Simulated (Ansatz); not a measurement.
N interstitial started as a split pair with N in wurtzite GaN (the name describes the start): one set of geometries, relaxed with PBE, evaluated in Ansatz (PAW, plane waves to 420 eV, 500 eV under r2SCAN) with PBE, r2SCAN.

Cell and caveats: 192-site cell; 2×2×2 shifted k-points; start: split with N; charged states image-corrected; not converged in cell size; flagged in the runs: a host whose relaxation on this sampling wasn't shown to rest, a strain field that reaches the edge of the cell.

```tsv
quantity	PBE	r2SCAN
host gap (eV)	1.71	2.11
ε(+1/0) above the VBM (eV)	1.28	1.55
largest moment on one atom at charge +1 (μB)	0.33	0.36
neutral formation energy against N2 molecule in a box (eV)	4.51	4.22
largest moment on one atom at charge 0 (μB)	0.19	0.21
```

PBE narrows the gap by 0.40 eV against r2SCAN, the highest level run, and puts the level shown 0.27 eV lower above the valence-band maximum (from the rounded values).

Ansatz is a first-principles code.
